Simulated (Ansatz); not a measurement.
Consider interstitial B in hcp Ru, neutral cell. The step: a direct jump of one B atom; the atom moves 2.15 Å along (0.00, 0.00, 0.50) of the unit cell; the moving atom starts with neighbours 6 Ru at 2.02 Å and ends with 6 Ru at 2.02 Å. A PBE band in Ansatz (plane-wave PAW, a 2×2×2 k-point mesh shifted by half a step along c, 36 host sites, 32 SCF runs with any check of the saddle's order, static, no finite-size correction) gives a forward barrier of 1.75 eV. The saddle point's order was not checked, and it lies on a symmetry element of the cell, where a band can be held. Sites that were not tried may lie lower.

Single points at the band's start and saddle point can refine it. Rough cost of one point, in units of the band's mean SCF on the same machine:

| Level | Cost of one point |
|---|---|
| PBE, a 4×4×4 k-point mesh shifted by half a step along c | about 7 |
| r2SCAN at 500 eV, a 2×2×2 k-point mesh shifted by half a step along c | about 3 |

**Question.** Which of these move the barrier by more than 0.1 eV, and how far does each move it?

**Answer.** PBE, a 4×4×4 k-point mesh shifted by half a step along c: +0.12 eV; r2SCAN at 500 eV, a 2×2×2 k-point mesh shifted by half a step along c: -0.04 eV. Each functional is compared with PBE at the same k-points.

Ansatz is a first-principles code.
